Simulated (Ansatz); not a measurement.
# BSiCN (model structure, started from the AlSiCN type, P3m1, No. 156, 4 atoms in the cell)

The numbers are results of G0W0@PBEsol (Ansatz, a first-principles code, plane waves, hard PAW, contour deformation, complete-basis limit), not measurements.

Numerical settings: largest k mesh 12×12×6 (not extrapolated in the mesh).

Cell (relaxed with PBEsol):

Space group P3m1 (No. 156); a = b = 2.861 Å, c = 4.634 Å, α = β = 90.00°, γ = 120.00°

```tsv
atom	site	symmetry	x	y	z
B	1b	3m.	0.3333	0.6667	0.4914
Si	1c	3m.	0.6667	0.3333	0.0017
C	1b	3m.	0.3333	0.6667	0.1458
N	1c	3m.	0.6667	0.3333	0.6110
```

| Property | Result |
|---|---|
| band gap | 3.90 eV (indirect) |

Note: the relaxation could raise the start's symmetry but not lower it, so the cell can be a saddle point; the gap holds a correction of +0.43 eV to the complete basis.

The computed numbers hold no vibrational or temperature effects.

Cost on a shared machine: roughly 4 core-hours.

A model structure was made by putting elements into a prototype or built by hand; it is no filed structure, need not be a known phase, and can be a saddle point held by its symmetry.
